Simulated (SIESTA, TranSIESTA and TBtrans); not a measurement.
Run with TranSIESTA and TBtrans (open boundaries, self-consistent; PseudoDojo norm-conserving potentials, scalar-relativistic): Spin polarized, PAO.BasisSize DZP, PAO.EnergyShift 0.15 eV, XC.Authors PBE, Mesh.Cutoff 200 Ry, ElectronicTemperature 300 K, TS.Voltage 0.0 eV, TBT.Elecs.Eta 0.001 eV.

Junction: Ir chain with one bond stretched by 0.3 Å. Leads: straight Ir chain, spacing 2.3 Å. Geometry: as built, not relaxed.

Give the largest eigenchannel transmissions at the Fermi level (four at most) and the total.

Up: 0.99, 0.85, 0.85, 0.67 (total 3.36); down: 0.99, 0.92, 0.92, 0.88 (total 5.37). The magnetic order of the leads was set by the start, and no other order was tried; the separate lead runs end at 0.77 (left) and 0.77 (right) μB an atom. The straight chain is held at its spacing; free chains may zigzag or dimerise. Spin-orbit coupling, left out here, matters for the heavy atoms.
